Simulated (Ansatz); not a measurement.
The reference is TiTe2 in the CdI2 type structure (space group P-3m1, No. 164; a = 3.697 Å, c = 6.384 Å; layered, stacked along the Cartesian z axis).

The values are results of PBE-D3(BJ) in Ansatz (plane waves to 420 eV, PAW, spin-orbit coupling left out), not measurements.

Base values:

- c/a ratio: 1.727
- Density: 6.66 g/cm³
- Shortest interatomic distance: 2.748 Å

It is then changed as follows: hydrostatic tension (pressure −1 GPa).

Task: What does the calculation give for the c/a ratio after the change?

Result: The c/a ratio grows by 0.012 to 1.739.

Task: Predict the new density.

Result: The density decreases by 0.18 g/cm³ (6.66 g/cm³ → 6.48 g/cm³).

Task: Estimate the effect on the shortest interatomic distance.

Result: The shortest interatomic distance rises by 0.010 Å, from 2.748 Å to 2.758 Å.

Load acts through the strain it causes; cell and atoms are relaxed under it. Whether these cells are dynamically stable was not tested. The final runs are not spin-polarised.

Ansatz is a program for electronic structure.
